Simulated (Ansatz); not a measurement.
Consider MgTe in the wurtzite structure (space group P6_3mc, No. 186; a = 4.561 Å, c = 7.412 Å). Axes: x lies along a and z along c of the hexagonal cell.

Computed with plane-wave PAW DFT at the PBEsol level (Ansatz, a quantum-chemistry and plane-wave program, 420 eV), scalar-relativistic without spin-orbit coupling.

Base values:

```
Item                                           Value
-----------------------------  ---------------------
Width of the top valence band                1.40 eV
Volume per atom                             33.39 Å³
Valence-band top at Γ          0.00, -0.02, -0.02 eV
```

Now apply this change: biaxial strain +2.40 %, plane normal [001], relaxed out of plane (Cartesian); in-plane vectors clamped, the third vector and the atoms free.

Q: Estimate the effect on the in-plane stress.

A: The mean in-plane stress (compression positive) amounts to -1.3 GPa.

Q: How does this affect the width of the top valence band?

A: The width of the top valence band goes up by 0.05 eV (1.40 eV → 1.45 eV).

Q: How does this affect the volume per atom?

A: The volume per atom grows by 0.816 Å³ (33.39 Å³ → 34.20 Å³).

Q: Estimate the effect on the valence-band top at Γ.

A: The valence-band top at Γ (three highest levels, from the VBM) goes from 0.00, -0.02, -0.02 eV to 0.00, -0.27, -0.27 eV.

With Te present, leaving out spin-orbit coupling can change the band edges. The levels and masses belong to the bands next to the band gap. Stability against distortions was not tested.
